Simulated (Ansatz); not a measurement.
The starting structures come from a database of crystals and need not be the phases stable at ambient conditions.

 Where the default PAW files enter, the runs use the earlier of Ansatz's two default sets.

Input:

```
CELL_PARAMETERS angstrom
      4.68980     0.00000     0.00000
      0.00000     5.91309     0.00000
      0.00000    -1.34865     8.80226
ATOMIC_POSITIONS crystal
  Ba 0.25000 0.78990 0.69859
  Ba 0.75000 0.21010 0.30141
  C  0.75000 0.39394 0.84562
  C  0.25000 0.60606 0.15438
  S  0.25000 0.85986 0.10390
  S  0.75000 0.14014 0.89610
  N  0.75000 0.57901 0.80905
  N  0.25000 0.42099 0.19095
  Cl 0.75000 0.74783 0.45163
  Cl 0.25000 0.25217 0.54837
```

Space group of this cell: P2_1/m. The cell is taken as given; by PBEsol its mean pressure is -2.2 GPa.

Transport runs along the normal of the first two printed cell vectors.

No gap correction and no spin-orbit coupling; mid-gap values are interpolated between computed energies.

**Question.** Give the band gap and the smallest decay constant κ at mid-gap that PBEsol run with Ansatz (an electronic-structure program) yields.

**Answer.** Gap 4.05 eV on a 6×6×4 mesh; κ = 0.472 1/Å, at (0.000, 0.167) of the in-plane reciprocal vectors. At the zone centre, at the nearest computed energy, the slowest state has κ = 0.48 1/Å.
